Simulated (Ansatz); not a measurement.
Start from Zr₃N₄ (space group R-3m, No. 166; a cell from a computed database, its experimental status unchecked).

```xyz
7
Lattice="1.7083 0.9863 8.3353 -1.7083 0.9863 8.3353 0.0000 -1.9725 8.3353" Properties=species:S:1:pos:R:3 pbc="T T T"
Zr     0.0000     0.0000     5.5599
Zr     0.0000     0.0000    19.4460
Zr     0.0000     0.0000     0.0000
N      0.0000     0.0000    15.5435
N      0.0000     0.0000     9.4623
N      0.0000     0.0000    21.6996
N      0.0000     0.0000     3.3062
```

Cartesian axes are those of the cell as printed.

Level of theory: PBEsol in Ansatz (plane waves to 420 eV, PAW, no spin-orbit coupling).

For the base:

| Item | Result |
|---|---|
| Volume per atom | 12.04 Å³ |
| Pressure | 0.00 GPa |

Now apply this change: biaxial strain +2.26 %, plane normal [001], relaxed out of plane (Cartesian); in-plane vectors clamped, the third vector and the atoms free.

Task: Estimate the effect on the volume per atom, energy relative to the base and pressure.

Result: The volume per atom rises by 0.27 Å³, from 12.04 Å³ to 12.31 Å³; the energy goes up by 17 meV/atom; the pressure (mean of the normal stresses, compression positive) goes from zero to -6.29 GPa.

Whether these cells are dynamically stable was not tested.

Ansatz is an electronic-structure program.
